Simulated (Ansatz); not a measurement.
The reference is TiAl (space group P4/mmm, No. 123; a = 2.813 Å, c = 4.058 Å).

Level of theory: plane-wave PAW DFT at the r2SCAN level (Ansatz, a quantum-chemistry and plane-wave program, 500 eV), without spin-orbit coupling.

Before the change:

| Property | Value |
|---|---|
| Volume per atom | 16.06 Å³ |

Now apply this change: every Ti is replaced by Si; the structure is relaxed again.

Problem. How does this affect the volume per atom?

Solution. The volume per atom shrinks by 1.31 Å³ (16.06 Å³ → 14.75 Å³).

Stability against distortions was not tested. As relaxed here, AlSi is a hypothetical phase, not in the database extracts checked. The final runs are not spin-polarised. An odd electron count without spin: AlSi and TiAl.
